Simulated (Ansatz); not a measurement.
Sn: energy against strain

Sn (diamond, Fd-3m, 36.862 Å³/atom at rest) under an equal strain ε in the (001) plane with the normal axis free, as in a coherent film. PBE in Ansatz, a plane-wave DFT program (PAW, default set), 420 eV, 15×15×15 Γ-centred mesh, Fermi-Dirac smearing 0.10 eV; ions are relaxed within the symmetry of each cell.

Here s stands for strain and y for E less E0.

| strain (%) | E less E0 (meV/atom) |
|---|---|
| -3.00 | ? |
| -1.50 | 2.89 |
| -1.00 | 1.24 |
| -0.50 | 0.29 |
| 0.00 | 0.00 |
| 0.50 | 0.36 |
| 1.00 | 1.35 |
| 1.50 | 2.94 |

Problem. Using a parabola, estimate the missing y at s = -3.00 from the other rows, showing the fit.

Solution. Least squares gives y = 0.000 + 0.0314·s + 1.2952·s². Residuals (row less fit): 0.023, -0.024, -0.018, 0.000, 0.021, 0.023, -0.021; standard error 0.027 (degrees of freedom: 4). Twice the quadratic coefficient over the volume, 2 × 1.2952 meV × 10⁴ × 0.1602 / 36.862 Å³, is twice the biaxial elastic modulus of this plane = 113 ± 1.0 GPa. At the withheld row, y = 0.000 + 0.0314 × (-3.0) + 1.2952 × (-3.0)² = 11.563 meV/atom. The calculation gives 12.24 meV/atom, 0.677 meV/atom above the prediction (5.5 % of the range of y in the table). The row lies outside the fitted rows, so this is an extrapolation. From the scatter of the fitted rows alone, a prediction at this place has a standard error of 0.102 meV/atom, so the miss is 6.6 times that.

One order more, fitted to all 13 runs of the series, follows each within 0.01, so the miss is the next term of a smooth law. This level leaves no gap over 0.05 eV at strain -3.00, -1.50, -1.00, -0.50, 0.00, 0.50, 1.00, 1.50, where the mesh may be coarse. Sn is here grey tin, stable below 13 °C. Rows are the converged runs of the series near zero and its far end; series whose fitted rows scatter by over a few per cent of the range, as at a crossing or softening among them, aren't shown in this form. Most that stay on the fit to the last digits aren't either.
